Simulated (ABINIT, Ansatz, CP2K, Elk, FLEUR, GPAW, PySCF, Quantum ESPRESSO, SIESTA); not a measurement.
One structure in several programs: KCl (Fm-3m, 2 atoms in the cell)

Self-consistent single point, at a second geometry (lattice scaled by 0.98). First geometry:

```
CELL_PARAMETERS angstrom
      0.00000     3.14500     3.14500
      3.14500     0.00000     3.14500
      3.14500     3.14500     0.00000
ATOMIC_POSITIONS crystal
  K  0.00000 0.00000 0.00000
  Cl 0.50000 0.50000 0.50000
```

Shared settings, as Ansatz (a quantum-chemistry and plane-wave program) writes them: kpoints.mp_grid.grid = 6 6 6; scf.occupations.method = fermi_dirac; scf.occupations.width = 0.05 eV. Potentials and cutoffs stand in the table.

```csv
code,model,ΔF from the first geometry (meV/atom),pressure (GPa),gap on the mesh (eV),cutoff
Quantum ESPRESSO,"PBE, SSSP 1.1.2 efficiency (PBE) pseudopotentials",16.3,2.05,5.412,50 Ry
Ansatz,"PBE, default PAW files",16.4,2.17,5.411,420 eV
FLEUR,"PBE, all-electron FLAPW (FLEUR), scalar-relativistic valence",18.0,–,5.568,Kmax 3.8 1/bohr
PySCF,"PBE, Gaussian basis gth-dzvp-molopt-sr, GTH pseudopotentials gth-pbe, FFT density fitting with multigrid",19.1,–,5.417,grid 60 Ha
GPAW,"PBE, GPAW PAW datasets PBE (gpaw-data 1.0.1)",16.2,2.10,5.414,600 eV
ABINIT,"PBE, PAW (JTH v2.0 PBE PAW)",17.5,2.26,5.409,707 eV
Elk,"PBE, all-electron FP-LAPW, Elk's shipped species files, APW+lo basis with extra local orbitals",17.5,–,5.388,rgkmax 8
CP2K,"PBE, GPW, DZVP-MOLOPT-SR-GTH basis, GTH-PBE potentials (GTH_POTENTIALS)",18.6,2.39,5.416,grid 500 Ry
SIESTA,"GGA PBE, numerical atomic orbitals DZP, PseudoDojo PBE standard norm-conserving potentials (rewritten from UPF to PSML)",22.2,2.87,5.296,grid 350 Ry
```

A dash marks a value that a program does not give, or that is left out as unsure.

Gaps are read on the mesh.

The spread over the programs that give each value: ΔF from the first geometry within 6.0 meV/atom; pressure within 0.82 GPa; gap on the mesh within 0.272 eV.

PySCF, CP2K and SIESTA use small atom-centred bases, whose incompleteness enters pressures, forces and empty levels differently from a plane-wave cutoff. FLEUR and Elk treat all electrons, but the usual bases taken here (sphere radii, linearisation, local orbitals, empty states) were not tested for convergence, so the values are no reference for the others. Ansatz's pressure is given at a fixed set of plane waves, as the other plane-wave codes print theirs. In the gap, FLEUR (by 0.157) lies more than 0.12 eV from the median of the plane-wave programs.

The starting cell has typed, rounded lattice constants, without a prior relaxation at this level. For this run, on top of that: lattice scaled by 0.98.

Keys are those of Ansatz 0.2.
